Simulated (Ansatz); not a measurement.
Effect of tensor shear ε_xz = +0.86 % on ZrB2

Take ZrB$_{2}$ (space group P6/mmm, No. 191; a = 3.155 Å, c = 3.506 Å; relaxed with 0.1 eV smearing) as the base. Axes: x lies along a and z along c of the hexagonal cell.

It is then changed as follows: tensor shear ε_xz = +0.86 % (engineering shear γ = 0.0172), atoms relaxed at fixed cell.

The values are results of plane-wave PAW DFT at the PBEsol level (Ansatz, a first-principles code, 420 eV), spin-orbit coupling left out, not measurements. k-mesh 21×21×17 (Γ-centred); smearing 0.1 eV (Fermi–Dirac).

The volume per atom stays 10.08 Å³ and the energy rises by 2.5 meV/atom. The pressure (mean of the normal stresses, compression positive) stays essentially unchanged (0.0 GPa against 0.1 GPa) and the band gap is still zero. The stress (xx, yy, zz, yz, xz, xy; compression positive) amounts to (0.1, 0.0, 0.1, 0.0, -4.6, 0.0) GPa.

Cost of the whole job for the changed cell (relaxation, final SCF and bands): very roughly 50 core-seconds.

The cells carry an imposed strain or load. Whether these cells are dynamically stable was not tested. The final runs are not spin-polarised.
